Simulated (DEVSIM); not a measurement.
Device: Ti/Al2O3/p-In0.53Ga0.47As capacitor, at 250 K.

Layer 1 from the left is Al2O3, thickness (nm) 5.90. Layer 2 from the left is In0.53Ga0.47As, thickness (nm) 4100, Na (cm⁻³) 1.9e16.

Metal gate on the left, work function 4.33 eV. Fixed charge at the semiconductor interface 1.5e10 cm⁻² (in units of +e); no interface traps.

The device is made up for the run: typed textbook-type constants, with dimensions and the other settings drawn at random. Values at 300 K; Nc and Nv go as T^1.5, mobilities as T to minus their exponent, the gap by Varshni's rule with the affinity fixed.

Al2O3: gap (eV) 6.8, affinity (eV) 1.35, permittivity 9. In0.53Ga0.47As: gap (eV) 0.74, affinity (eV) 4.51, permittivity 13.9, Nc (cm⁻³) 2.1e17, Nv (cm⁻³) 7.7e18, Varshni α (eV/K) 0.00035, Varshni β (K) 190.

Estimate by hand the flat-band voltage, the threshold voltage, and compare with a numerical solution.


- Flat-band voltage: C = 1.35 μF/cm², work-function difference -0.811 V; VFB = φms − qNf/C = -0.81 V; numerical -0.81 V.
- Threshold voltage: φF = 0.293 V, depletion charge √(4εqNφF) = 6.62e-8 C/cm²; VT = VFB + 2φF + Qd/C = -0.18 V; numerical -0.18 V.

Simulated with DEVSIM: 1D Poisson equation in equilibrium, Boltzmann statistics, complete ionisation; no quantum confinement or tunnelling. Metal contacts follow the ideal Schottky-Mott rule: no Fermi-level pinning, no interface dipoles.
